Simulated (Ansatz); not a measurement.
TaAs: pressure series

Base system: TaAs (space group I4_1md, No. 109; a = 3.4419 Å, c = 11.7123 Å).

Cell and atoms are relaxed at each pressure.

Calculations: Ansatz (a first-principles code), r2SCAN, PAW, cutoff 500 eV, scalar-relativistic without spin-orbit coupling.

```
change             c/a ratio  volume per atom
-----------------  ---------  ---------------
base                   3.403         17.34 Å³
pressure 0.9 GPa       3.400         17.26 Å³
pressure 2.1 GPa       3.396         17.15 Å³
pressure 4.5 GPa       3.390         16.95 Å³
pressure 9 GPa         3.377         16.60 Å³
pressure 15 GPa        3.361         16.18 Å³
pressure 22.5 GPa      3.342         15.72 Å³
```

Load acts through the strain it causes; cell and atoms are relaxed under it. No phonon test of stability was made. No other phases were tried under pressure. The final runs are not spin-polarised.
